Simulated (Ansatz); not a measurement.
Start from FeO in the rock salt structure (space group Fm-3m, No. 225; ferromagnetic).

```yaml
crystal:
  lattice:
    - [0.00000, 2.12291, 2.12291]
    - [2.12291, 0.00000, 2.12291]
    - [2.12291, 2.12291, 0.00000]
  atoms:
    - { symbol: Fe, position: [0.00000, 0.00000, 0.00000] }
    - { symbol: O, position: [0.50000, 0.50000, 0.50000] }
```

Calculations: PBEsol in Ansatz (plane waves to 420 eV, PAW, spin-orbit coupling left out).

Base values:

| Item | Result |
|---|---|
| Volume per atom | 9.57 Å³ |

It is then changed as follows: every Fe is replaced by Cd; the structure is relaxed again.

Question: Predict the new volume per atom.

Answer: The volume per atom goes up by 3.33 Å³, from 9.57 Å³ to 12.90 Å³.

No phonon test of stability was made. No Hubbard U is applied and the magnetic state is the run's own (FeO ferromagnetic); other magnetic orders, which need larger cells, were not tried and can change the gap. Spin-polarised in the final run: base; the other runs are not. In its common phase, real FeO is an antiferromagnetic insulator at low temperature.

Ansatz is a program for electronic structure.
